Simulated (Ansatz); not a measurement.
Take Ge in the diamond structure (space group Fd-3m, No. 227; a = 5.676 Å) as the base.

Level of theory: Kohn–Sham DFT with the PBEsol functional, run in Ansatz (a first-principles code) with PAW and 420 eV plane waves, no spin-orbit coupling, earlier PAW set.

Before the change:

* **Lattice parameter a**: 5.676 Å

The change: As takes the place of Ge on all its sites, then cell and atoms are relaxed.

Tabulated Pauling electronegativity and covalent radius: Ge 2.01, 1.20 Å; As 2.18, 1.19 Å.

Question: What does the calculation give for the lattice parameter a after the change?

Answer: The lattice parameter a increases by 0.332 Å, from 5.676 Å to 6.008 Å.

No phonon test of stability was made. As relaxed here, As is a hypothetical phase, not in the database extracts checked.
